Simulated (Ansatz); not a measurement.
Input and output of a self-consistent single point for a (100) slab of LuBi (cut from a parent of space group no. 225; 8 atoms in the cell) (Ansatz, a program for electronic structure).

Computed with LDA (PW92), default PAW files made with PBE (plane waves; Ansatz).

```yaml
crystal:
  lattice:
    - [4.40878, 0.00000, 0.00000]
    - [-4.40878, 4.40878, 0.00000]
    - [0.00000, 0.00000, 23.35239]
  atoms:
    - { symbol: Bi, position: [0.00000, 0.00000, 0.43325] }
    - { symbol: Bi, position: [0.00000, 0.50000, 0.29975] }
    - { symbol: Bi, position: [0.00000, 0.00000, 0.70025] }
    - { symbol: Bi, position: [0.00000, 0.50000, 0.56675] }
    - { symbol: Lu, position: [0.00000, 0.00000, 0.29975] }
    - { symbol: Lu, position: [0.00000, 0.50000, 0.43325] }
    - { symbol: Lu, position: [0.00000, 0.00000, 0.56675] }
    - { symbol: Lu, position: [0.00000, 0.50000, 0.70025] }
```

Reference input (self-consistent single point, DFT, LDA (PW92), plane waves, default PAW files made with PBE): basis.ecutwfc = 420 eV; kpoints.mp_grid.grid = 5 5 1; hamiltonian.xc = lda; hamiltonian.pseudopotentials = {kind: paw} (the program's default PAW files); scf.occupations.method = fermi_dirac; scf.occupations.width = 0.1 eV. This run's input differs from it in these lines:

Ansatz 0.2 input:
```diff
@@ -17,3 +17,3 @@
 kpoints:
-  mp_grid: { grid: [5, 5, 1] }
+  mp_grid: { grid: [17, 17, 1] }
 hamiltonian:
```

Output (repeated stretches shortened):

```
SCF iter   1: F=—  HF=-106319.624276 eV  |F-HF|=—  |Δ(HF+E_count)|=         —  Δρ=2.79e-3  dr2=4.79e-2  ethr=1.77e-3  ⟨swp⟩=8.4  Hψ=19624  notcnv=0
all-band conjugate gradients solve this SCF's bands
preconditioner: auto → LDOS
SCF iter   2: F=—  HF=-106319.634568 eV  |F-HF|=—  |Δ(HF+E_count)|=   1.03e-2  Δρ=2.08e-3  dr2=6.04e-2  ethr=3.00e-5  ⟨swp⟩=4.0  Hψ=13923  notcnv=0  defer=10
   [... lines left out ...]
SCF iter   5: F=—  HF=-106319.619161 eV  |F-HF|=—  |Δ(HF+E_count)|=   1.71e-4  Δρ=6.13e-5  dr2=2.87e-5  ethr=6.33e-7  ⟨swp⟩=2.3  Hψ=8221  notcnv=0  defer=3
SCF iter   6: F=—  HF=-106319.619006 eV  |F-HF|=—  |Δ(HF+E_count)|=   1.55e-4  Δρ=2.88e-5  dr2=1.24e-5  ethr=1.79e-8  ⟨swp⟩=3.6  Hψ=11762  notcnv=0  defer=3
SCF iter   7: F=—  HF=-106319.619004 eV  |F-HF|=—  |Δ(HF+E_count)|=   2.27e-6  Δρ=1.11e-5  dr2=1.78e-6  ethr=7.78e-9  ⟨swp⟩=2.0  Hψ=6025  notcnv=0  defer=3
SCF iter   8: F=-106319.619004 eV  HF=-106319.619004 eV  |F-HF|=7.93e-8  |Δ(HF+E_count)|=   2.43e-7  Δρ=2.35e-6  dr2=7.21e-8  ethr=6.25e-11  ⟨swp⟩=10.3  Hψ=34617  notcnv=0
SCF 1 converged in 8 iterations: F = -106319.619004 eV  dr2 = 7.21e-8
Free energy (F): -106319.619004 eV
Internal energy: -106319.581190 eV  (E = F + TS)
E sigma→0 (E₀):  -106319.600097 eV
Entropy (-TS):   -0.037814 eV (-4.727 meV/atom)
Fermi energy:    4.803059 eV
--- Forces (eV/Å), atoms counted from 1 ---
  atom   1  Bi     0.00000000     0.00000000    -0.12812305
  atom   2  Bi    -0.00000000    -0.00000000    -0.28023952
  atom   3  Bi    -0.00000000    -0.00000000     0.28023952
  atom   4  Bi     0.00000000     0.00000000     0.12812305
  atom   5  Lu     0.00000000     0.00000000     0.89896333
  atom   6  Lu    -0.00000000     0.00000000     0.09973062
  atom   7  Lu    -0.00000000     0.00000000    -0.09973062
  atom   8  Lu     0.00000000     0.00000000    -0.89896333
--- Stress (GPa, compression-positive) ---
       -3.340866       0.000000       0.000000
        0.000000      -3.340866       0.000000
        0.000000       0.000000      -2.011784
  P = ⅓ Tr σ = -2.8978 GPa (-28.978 kbar)
  The stress holds the Pulay correction. Without it, at fixed plane waves, as pw.x and ABINIT print it: P = -2.9142 GPa
```

The run converged in 8 iterations. Against the reference run the free energy drops by 3.6 meV/atom and the largest force hardly changes (0.896 to 0.899 eV/Å).

The starting cell comes from a database of computed structures (which also holds hypothetical and non-ambient phases and stackings), without a prior relaxation at this level. The slab is cut from that crystal, and its faces are unrelaxed. Its lattice was rescaled by up to half a per cent. Spin-orbit coupling is off.

Cost on one core of a shared machine: roughly 2 min.
